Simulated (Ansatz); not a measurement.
Start from SnTe in the rock salt structure (space group Fm-3m, No. 225; a = 6.2891 Å). Axes: x, y, z lie along the cube axes.

Calculations: PBEsol (Ansatz, a program for electronic structure, PAW, scalar-relativistic without spin-orbit coupling).

It is then changed as follows: the cell is stretched by 2.00 % along z with no lateral relaxation; the atoms relax in the strained cell.

Question: Predict the stress tensor and what it implies for the stiffness.

Answer: Stress of the strained cell less that of the base (GPa, compression positive):
```
  -0.05    0.00    0.00
   0.00   -0.05    0.00
   0.00    0.00   -2.42
```

Then −Δσ_ii/ε with ε = 0.0200 gives secant stiffness values (nonlinear terms included at this strain): C33 ≈ 121 GPa.

As a check, the harmonic strain energy −½ V₀ Δσ:ε is 4.7 meV/atom; the computed energy rise is 4.9 meV/atom.

Whether these cells are dynamically stable was not tested.
